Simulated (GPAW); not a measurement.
Input and output of a self-consistent single point for Ag (Fm-3m, 1 atom in the cell) (GPAW).

Computed with PBE, GPAW PAW datasets PBE (gpaw-data 1.0.1) (plane waves; GPAW 25.7.0).

```yaml
crystal:
  lattice:
    - [0.00000, 2.05523, 2.05523]
    - [2.05523, 0.00000, 2.05523]
    - [2.05523, 2.05523, 0.00000]
  atoms:
    - { symbol: Ag, position: [0.00000, 0.00000, 0.00000] }
```

Reference input (self-consistent single point, DFT PBE, plane waves, GPAW PAW datasets PBE (gpaw-data 1.0.1)): mode = pw; ecut = 600 eV; xc = PBE; kpts = 10 10 10; mesh shift (steps) = 0 0 0; occupations.name = fermi-dirac; occupations.width = 0.1 eV; nbands = -9; convergence.forces = 0.001 eV/Å; symmetry.symmorphic = false; symmetry.tolerance = 0.0005; maxiter = 100. This run's input differs from it in these lines:

```diff
@@ -13,3 +13,3 @@
             xc='PBE',
-            kpts={'size': (10, 10, 10), 'gamma': True},
+            kpts={'size': (20, 20, 20), 'gamma': True},
             occupations=FermiDirac(0.1),
```

Log, with long lists cut:

```
     iter     time        total  log10-change:
                         energy   eigst   dens  force
iter:   1 --:--:--    -3.110997
iter:   2 --:--:--    -3.051098   -2.75  -1.52
iter:   3 --:--:--    -2.878986   -2.95  -1.56
iter:   4 --:--:--    -2.873435   -5.15  -2.11
iter:   5 --:--:--    -2.865513   -3.50  -2.14
iter:   6 --:--:--    -2.865546c  -5.07  -3.44
iter:   7 --:--:--    -2.865514c  -5.46  -3.33
iter:   8 --:--:--    -2.865499c  -6.91  -3.66
iter:   9 --:--:--    -2.865499c  -7.84c -4.50c
iter:  10 --:--:--    -2.865499c  -7.28  -4.29c
iter:  11 --:--:--    -2.865499c  -9.27c -5.89c -23.03c
Converged after 11 iterations.

Dipole moment: (-0.000000, -0.000000, -0.000000) |e|*Ang

Energy contributions relative to reference atoms: (reference = -144597.826354)

Kinetic:         -1.169886
Potential:       -0.076468
External:        +0.000000
XC:              -1.783077
Entropy (-ST):   -0.007457
Local:           +0.167661
SIC:             +0.000000
--------------------------
Free energy:     -2.869227
Extrapolated:    -2.865499

Showing only first 2 kpts
 Kpt  Band  Eigenvalues  Occupancy
  0     6      3.30681    2.00000
  0     7      4.31331    2.00000
  0     8      4.31331    2.00000
  0     9     24.19929    0.00000

  1     6      3.34393    2.00000
  1     7      4.27295    2.00000
  1     8      4.33062    2.00000
  1     9     24.22266    0.00000

Fermi level: 8.03969

No gap
No difference between direct/indirect transitions
Energy (eV): -2.865499

Forces in eV/Ang:
  0 Ag    0.00000   -0.00000   -0.00000

Stress tensor:
    -0.016364     0.000000     0.000000
     0.000000    -0.016364     0.000000
     0.000000     0.000000    -0.016364
Stress (GPa, Voigt): [-2.6218 -2.6218 -2.6218  0.      0.      0.    ]
```

The run converged in 11 iterations. GPAW prints stress with tension positive. Against the reference run the free energy falls by 14.1 meV/atom and the pressure goes from 2.89 to 2.62 GPa.

The starting cell has typed, rounded lattice constants, without a prior relaxation at this level. Its lattice was rescaled by up to half a per cent.

Cost on one core of a shared machine: roughly 40 s.
